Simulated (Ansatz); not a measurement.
An Ansatz (a first-principles code) run: ScPt3; PBEsol in Ansatz (plane waves to 420 eV, PAW, without spin-orbit coupling).

Input:

Ansatz 0.2 input:
```yaml
crystal:
  lattice:
    - [3.9519658751, 0, 0]
    - [0, 3.9519658751, 0]
    - [0, 0, 3.9519658751]
  atoms:
    - { symbol: Sc, position: [0, 0, 0] }
    - { symbol: Pt, position: [0.5, 0.5, 0] }
    - { symbol: Pt, position: [0, 0.5, 0.5] }
    - { symbol: Pt, position: [0.5, 0, 0.5] }
basis: { ecutwfc: 420, ecutrho_ratio: 4, xc_grid: 2, fft_grid_basis: typed }
kpoints: { mp_grid: { grid: [12, 12, 12] } }
hamiltonian:
  xc: pbesol
  dispersion: none
  pseudopotentials: { kind: paw }
scf: { occupations: { method: fermi_dirac, width: 0.05 }, convergence: { dr2_threshold: 0.0000000004 } }
output: { forces: true, stress: true }
```

Output (explanatory and most iteration lines left out):

```
Pseudopotential: Sc, paw, valence charge 11
Pseudopotential: Pt, paw, valence charge 18
Crystal: 4 atoms, lattice volume = 61.722 Å³
Basis set: ecut = 420 eV, 1213 PW (Γ), exchange–correlation on 54×54×54 points (8 copies of the dense FFT grid, shifted against one another)
Bands: 39, of which v1, the nominal top of the filled ones, is band 33 counted from 1 (32 counted from 0)
Symmetry: 48 space group operations
Space group: Pm-3m (ITA 221), of the structure as read, at distance tolerance 4.0e-5 Å
k-points: 84 of 1728
Functional: x = pbesol(κ = 0.804, μ = 0.12345679012345678), c = pbesol(β = 0.046)
SCF iter   1: F=—  HF=-39267.110035 eV  |F-HF|=—  |Δ(HF+E_count)|=         —  Δρ=9.33e-3  dr2=7.53e-2  ethr=1.77e-3  ⟨swp⟩=5.2  Hψ=10308  notcnv=0
SCF iter   2: F=—  HF=-39267.101113 eV  |F-HF|=—  |Δ(HF+E_count)|=   8.92e-3  Δρ=4.46e-3  dr2=1.94e-2  ethr=1.16e-4  ⟨swp⟩=2.0  Hψ=4361  notcnv=0  defer=98
SCF 1 converged in 8 iterations: F = -39267.097868 eV  dr2 = 2.42e-10
SCF converged after 8 iterations
Free energy (F): -39267.097868 eV
Internal energy: -39267.072554 eV  (E = F + TS)
E sigma→0 (E₀):  -39267.085211 eV
Entropy (-TS):   -0.025314 eV (-6.329 meV/atom)
Fermi energy:    20.718847 eV
--- Forces (eV/Å), atoms counted from 1 ---
  atom   1  Sc    -0.00000000     0.00000000     0.00000000
  atom   2  Pt     0.00000000    -0.00000000    -0.00000000
  atom   3  Pt     0.00000000     0.00000000    -0.00000000
  atom   4  Pt     0.00000000    -0.00000000     0.00000000
--- Stress (GPa, compression-positive) ---
       -0.007898      -0.000000       0.000000
       -0.000000      -0.007898       0.000000
        0.000000       0.000000      -0.007898
  P = ⅓ Tr σ = -0.0079 GPa (-0.079 kbar)
```

Stability against distortions was not tested. All final runs are without spin polarisation. The cell is ScPt3 in the Cu3Au type structure (space group Pm-3m, No. 221).
